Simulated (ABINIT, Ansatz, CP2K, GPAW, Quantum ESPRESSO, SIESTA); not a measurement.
One structure in several programs: CsSnI₃ (Pm-3m, 5 atoms in the cell)

Self-consistent single point.

```xyz
5
Lattice="6.3363 0.0000 0.0000 0.0000 6.3363 0.0000 0.0000 0.0000 6.3363" Properties=species:S:1:pos:R:3 pbc="T T T"
Cs     0.0000     0.0000     0.0000
Sn     3.1682     3.1682     3.1682
I      3.1682     0.0000     3.1682
I      0.0000     3.1682     3.1682
I      3.1682     3.1682     0.0000
```

All programs got the same cell, k-point mesh and kind of occupations (in Ansatz's words: kpoints.mp_grid.grid = 3 3 3; scf.occupations.method = fermi_dirac; scf.occupations.width = 0.05 eV); potentials, basis and cutoffs are each program's usual ones.

```json
[
 {"code": "ABINIT", "model": "PBE, PAW (JTH v2.0 PBE PAW)", "pressure (GPa)": "-0.70", "k-points": "4", "cutoff": "42 Ry"},
 {"code": "CP2K", "model": "PBE, GPW, TZVP-MOLOPT-SR-GTH basis, GTH-PBE potentials (GTH_POTENTIALS)", "pressure (GPa)": "-0.40", "k-points": "14", "cutoff": "grid 500 Ry"},
 {"code": "SIESTA", "model": "GGA PBE, numerical atomic orbitals DZP, PseudoDojo PBE standard norm-conserving potentials (rewritten from UPF to PSML)", "pressure (GPa)": "-0.94", "k-points": "14", "cutoff": "grid 400 Ry"},
 {"code": "Ansatz", "model": "PBE, default PAW files", "pressure (GPa)": "-0.67", "k-points": "4", "cutoff": "default"},
 {"code": "GPAW", "model": "PBE, GPAW PAW datasets PBE (gpaw-data 1.0.1)", "pressure (GPa)": "-0.67", "k-points": "4", "cutoff": "550 eV"},
 {"code": "Quantum ESPRESSO", "model": "PBE, PseudoDojo standard norm-conserving (PBE) pseudopotentials", "pressure (GPa)": "-0.67", "k-points": "4", "cutoff": "75 Ry"}
]
```

The spread over the programs that give each value: pressure within 0.54 GPa.

The starting cell has typed, rounded lattice constants, without a prior relaxation at this level. Its lattice was rescaled by a random factor within 2.5 % of one. On Ansatz's run: Spin-orbit coupling is off. A gap is left out here, as mesh or smearing make it unsure.

Q: Why do the programs differ, and what cannot be compared?

A: Differences of this kind can come from the potentials, where these differ, and from what each basis and cutoff leave unconverged. The valence holds different numbers of electrons (ABINIT 44, CP2K 34, SIESTA 44, Ansatz (an electronic-structure program) 74, GPAW 44, Quantum ESPRESSO 44). The zero of total energies and Fermi levels follows the potentials and each program's conventions, so they are not compared here. CP2K and SIESTA use small atom-centred bases, whose incompleteness enters pressures, forces and empty levels differently from a plane-wave cutoff. Ansatz's pressure is given at a fixed set of plane waves, as the other plane-wave codes print theirs. The programs reduce the same mesh by symmetry to different extents, which changes the work and not the result.

This mesh misses zone-boundary points where a band edge of such crystals can lie, so no gaps are given.

Left out of this page: Elk and FLEUR (not drawn, or without a comparable value).

Keys are those of Ansatz 0.2.
